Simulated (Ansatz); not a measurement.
For PtS2 (model structure, started from the 2H-MoS2 type, P6₃/mmc, No. 194, 6 atoms in the cell), PBE in Ansatz (plane waves, PAW) gives:

lattice parameter a: 3.510 Å
c axis length: 11.083 Å

### Question
What does PBE-D3(BJ) (Ansatz, a program for electronic structure, PAW) give for the same quantities?

### Answer

- lattice constant a: 3.419 Å (falls by 2.6 %)
- lattice parameter c: 10.368 Å (drops by 6.5 %)

Changes are worked out from the printed values.

Unless a cell is named, each level is at its own relaxed cell (PBE 19.71, PBE-D3(BJ) 17.49 Å³/atom).

Levels without +SOC leave out spin–orbit coupling, which shifts energies and cells of such heavy elements.

Ansatz's density-functional and Hartree–Fock values are scalar-relativistic unless marked +SOC, with PAW data made under PBE.

A model structure was made by putting elements into a prototype or built by hand; it is no filed structure, need not be a known phase, and can be a saddle point held by its symmetry.
